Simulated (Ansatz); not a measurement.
Structures of equal composition on the (0001) surface of hcp Ti: a layer of Ge in place of the second plane; a layer of Ge in place of the third plane. The slabs share one bottom face, and each structure is named by its start. These are constructed structures in small cells; real faces may alloy, dewet or reconstruct in larger ones, and not all known structures of the face are among them. Slabs of about 12 Å with all that they carry, Fermi-Dirac smearing of 0.1 eV. Bottom of the slabs: a bare face, its two planes held. Relaxed from the named starts with such symmetry as they have, on meshes of like density; energies extrapolated to zero smearing; no spin-orbit coupling, no U. Spin-polarised runs, if any, are marked in brackets, and their order is one that fits the cell; the others ran without spin.

Calculation: PBE (plane waves to 420 eV, PAW; Ansatz, a quantum-chemistry and plane-wave program).

Q: Rank these by energy per 1x1 cell (lowest first), as PBE gives it.

A: a layer of Ge in place of the third plane (0.000 eV), a layer of Ge in place of the second plane (0.187 eV)
